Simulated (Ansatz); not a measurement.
Al2Cu (I4/mcm, No. 140), treated with RPBE (Ansatz, a program for electronic structure, plane waves, PAW).

Run with plane-wave cutoff 520 eV, 14×14×14 k mesh, Fermi–Dirac smearing 0.05 eV, no spin polarisation, scalar-relativistic PAW data made under PBE.

Energies at three volumes about the minimum:

| V (Å³/atom) | E − E_lowest (meV/atom) |
|---|---|
| 14.961 | 1.87 |
| 15.267 | 0.00 |
| 15.572 | 1.72 |

### Question
Fit a parabola by hand: where is the minimum, and what is the bulk modulus?

### Answer
Slopes: (0.00 − 1.87)/(15.267 − 14.961) = -6.111 and (1.72 − 0.00)/(15.572 − 15.267) = 5.639 meV/Å³. Curvature E″ = 2 × (5.639 − (-6.111))/(15.572 − 14.961) = 38.462 meV/Å⁶. From the middle of the first interval, the slope vanishes at V0 = 15.1140 − (-6.111)/38.462 = 15.273 Å³/atom. B = V0 E″ = 15.273 × 38.462 meV/Å³ × 0.1602 GPa per meV/Å³ = 94.1 GPa. The full Birch–Murnaghan fit to all volumes gives V0 = 15.267 Å³/atom and B0 = 94.2 GPa.

Shape and atoms are relaxed at each volume.

Measured, for comparison: equilibrium volume per atom 14.78 Å³/atom (temperature not stated, not corrected to a static lattice, from a published cell, temperature and pressure not stated; as tabulated in James B. Friauf, Journal of the American Chemical Society 49, 3107 (1927)). Computed less measured: equilibrium volume per atom +3.3 %.
